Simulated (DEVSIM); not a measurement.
## abrupt GaAs p-n junction

System: abrupt GaAs p-n junction, at 300 K.

```csv
layer (left to right),material,thickness (μm),Nd (cm⁻³),Na (cm⁻³),τn (s),τp (s)
1,GaAs,2.20,-,4.5e17,3.6e-10,3.6e-10
2,GaAs,28.0,6.9e14,-,3.6e-10,3.6e-10
```

Left contact: ohmic. Right contact: ohmic. Voltage is applied to the left contact. Recombination: SRH at mid-gap, Auger. Mobility is μmin + (μ − μmin)/(1 + (N/Nref)^α).

Constants are typed, rounded textbook-type inputs, not results; the design itself was drawn at random and stands for no fabricated device. Values at 300 K.

```tsv
parameter	GaAs
gap (eV)	1.424
affinity (eV)	4.07
permittivity	12.9
Nc (cm⁻³)	4.7e17
Nv (cm⁻³)	9e18
μn (cm²/Vs)	8500
μp (cm²/Vs)	400
μn,min	500
μp,min	20
Nref,n	6e16
Nref,p	1.5e17
αn	0.39
αp	0.38
Cn (cm⁶/s)	1e-30
Cp (cm⁶/s)	1e-30
```

Model (solved in DEVSIM): 1D drift-diffusion, Boltzmann statistics, complete ionisation; no tunnelling, impact ionisation, image-force lowering or self-heating.

```yaml
potential_step_across_the_device_at_zero_bias: 1.178 V
largest_field_in_the_device_at_zero_bias: 37000 V/cm
Dark forward voltage at 1 A/cm²: 0.916 V
Dark forward voltage at 100 A/cm²: 1.424 V
```

Small-signal capacitance in reverse bias (quasi-static):

| V (V) | C (nF/cm²) |
|---|---|
| -0.2 | 7.05 |
| -0.5 | 6.33 |
| -1 | 5.51 |
| -1.5 | 4.94 |
| -2 | 4.52 |
| -3 | 3.92 |
| -4 | 3.52 |
| -5 | 3.21 |
| -6.5 | 2.88 |
| -8 | 2.63 |
| -10 | 2.38 |

Dark forward current:

```
V (V)  J (A/cm²)
-----  ---------
0.05      7.9e-9
0.15      8.1e-8
0.25      6.2e-7
0.35      4.6e-6
0.45      3.5e-5
0.55     0.00027
0.65      0.0022
0.75       0.019
0.85        0.20
0.95         2.2
1.00         6.0
1.10          21
1.20          42
1.30          67
1.40          94
1.50         120
1.60         150
1.70         180
1.80         210
1.90         240
```
